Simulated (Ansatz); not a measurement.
For LuPd (Pm-3m), PBEsol, DFPT electron-phonon coupling, linearised Boltzmann equation (Ansatz, a quantum-chemistry and plane-wave program) gives a transport coupling λ_tr = 0.349 and a Drude plasma energy ħω_p = 6.88 eV.

**Question.** Estimate the resistivity at 300 K from the high-temperature formula ρ = 2π λ_tr k_B T / (ħ ε₀ ω_p²), and say how the full Boltzmann solution compares.

**Answer.** The scattering rate is 1/τ = 2π λ_tr k_B T/ħ = 8.61e13 s⁻¹ and ω_p = 1.05e16 s⁻¹, so ρ ≈ 8.90 μΩ·cm. The Boltzmann solution gives 8.32 μΩ·cm, 0.93 times the estimate.

A metal at this level (no band gap). Only scattering by harmonic phonons is included (no impurities, grain boundaries, electron-electron scattering or thermal expansion). Spin-orbit coupling is left out, which matters with elements this heavy. Halving the electron mesh (24x24x24) moves the resistivity by up to 4 % at 300 K, the coupling by up to 1 %. Smearing 0.20 eV; phonons on a 4x4x4 q mesh, which this run doesn't test.

Formula and space group known from diffraction (Crystallography Open Database), not checked to be the room-temperature form: LuPd (Pm-3m).
